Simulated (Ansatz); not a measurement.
Consider ZnSiP2 in the chalcopyrite structure (space group I-42d, No. 122; a = 5.353 Å, c = 10.445 Å).

Method: DFT with PBEsol, PAW potentials and a 420 eV plane-wave cutoff in Ansatz (a quantum-chemistry and plane-wave program), no SOC.

One change was made to it. Results:

| quantity | base | after |
|---|---|---|
| shortest interatomic distance | 4.261 bohr | 4.108 bohr |
| hole mass | 0.16 mₑ along c, 0.37 mₑ across (at Γ) | 0.21 mₑ along c, 0.31 mₑ across (at Γ) |
| width of the top valence band | 1.30 eV | 1.58 eV |

### Question
What was done to the base?
(A) pressure 30 GPa
(B) pressure −1 GPa
(C) pressure 2.1 GPa
(D) pressure 15 GPa

### Answer
D, pressure 15 GPa. For comparison, the hole mass in the other runs: pressure 2.1 GPa gives 0.17 mₑ along c, 0.36 mₑ across (at Γ); pressure 30 GPa gives 0.23 mₑ along c, 0.28 mₑ across (at Γ); pressure −1 GPa gives 0.16 mₑ along c, 0.37 mₑ across (at Γ).

The levels and masses belong to the bands next to the band gap. Load acts through the strain it causes; cell and atoms are relaxed under it. Effective masses come from finite differences of ±0.01 Å⁻¹. Stability against distortions was not tested. No other phases were tried under pressure.
